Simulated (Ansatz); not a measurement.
Consider CaSnF6 (space group R-3, No. 148; a = 5.865 Å, c = 14.612 Å (hexagonal axes); a cell from a computed database, its experimental status unchecked).

The values are results of Ansatz (a quantum-chemistry and plane-wave program), PBEsol, PAW, cutoff 420 eV, no spin-orbit coupling, not measurements.

One change was made to it. Results:

| quantity | base | after |
|---|---|---|
| band gap | 5.66 eV | 2.77 eV |
| volume per atom | 18.14 Å³ | 25.96 Å³ |
| width of the top valence band | 0.15 eV | 0.13 eV |

Q: What was done to the base?
A) F → Br
B) F → Cl
C) F → I

A: B, F → Cl. For comparison, the band gap in the other runs: F → Br gives 1.61 eV; F → I gives 0.54 eV.

With I present, leaving out spin-orbit coupling can change the band edges. Stability against distortions was not tested. As relaxed here, CaSnCl6, CaSnBr6 and CaSnI6 are hypothetical phases, not in the database extracts checked.
